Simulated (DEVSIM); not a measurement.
**abrupt GaAs p-n junction**

Device: abrupt GaAs p-n junction, at 300 K.

```csv
layer (left to right),material,thickness (μm),Nd (cm⁻³),Na (cm⁻³),τn (s),τp (s)
1,GaAs,0.470,-,1.6e16,1.1e-8,1.1e-8
2,GaAs,2.90,7.4e14,-,1.1e-8,1.1e-8
```

Left contact: ohmic. Right contact: ohmic. Voltage is applied to the left contact. Recombination: SRH at mid-gap, radiative, Auger. Mobility is μmin + (μ − μmin)/(1 + (N/Nref)^α).

This is a model device: material constants are rounded textbook-type values typed into the input, and sizes, dopings and lifetimes were drawn at random. Values at 300 K.

| parameter | GaAs |
|---|---|
| gap (eV) | 1.424 |
| affinity (eV) | 4.07 |
| permittivity | 12.9 |
| Nc (cm⁻³) | 4.7e17 |
| Nv (cm⁻³) | 9e18 |
| μn (cm²/Vs) | 8500 |
| μp (cm²/Vs) | 400 |
| μn,min | 500 |
| μp,min | 20 |
| Nref,n | 6e16 |
| Nref,p | 1.5e17 |
| αn | 0.39 |
| αp | 0.38 |
| B (cm³/s) | 2e-10 |
| Cn (cm⁶/s) | 1e-30 |
| Cp (cm⁶/s) | 1e-30 |

Simulated with DEVSIM: 1D drift-diffusion, Boltzmann statistics, complete ionisation; no tunnelling, impact ionisation, image-force lowering or self-heating.

```
Quantity                                            Value
---------------------------------------------  ----------
Potential step across the device at zero bias     1.093 V
Largest field in the device at zero bias       15000 V/cm
Dark forward voltage at 1 A/cm²                   0.933 V
Dark forward voltage at 100 A/cm²                 1.074 V
```

Dark forward current:

```csv
V (V),J (A/cm²)
0.05,2.5e-10
0.15,2.6e-9
0.25,1.9e-8
0.35,1.5e-7
0.45,1.1e-6
0.55,9.0e-6
0.65,8.8e-5
0.70,0.00033
0.80,0.0078
0.90,0.29
1.00,11
1.10,190
1.20,920
1.30,2200
```

Small-signal capacitance in reverse bias (quasi-static):

| V (V) | C (nF/cm²) |
|---|---|
| -0.04 | 7.74 |
| -0.1 | 7.53 |
| -0.2 | 7.22 |
| -0.3 | 6.95 |
| -0.4 | 6.70 |
| -0.6 | 6.27 |
| -0.8 | 5.92 |
| -1 | 5.61 |
| -1.3 | 5.22 |
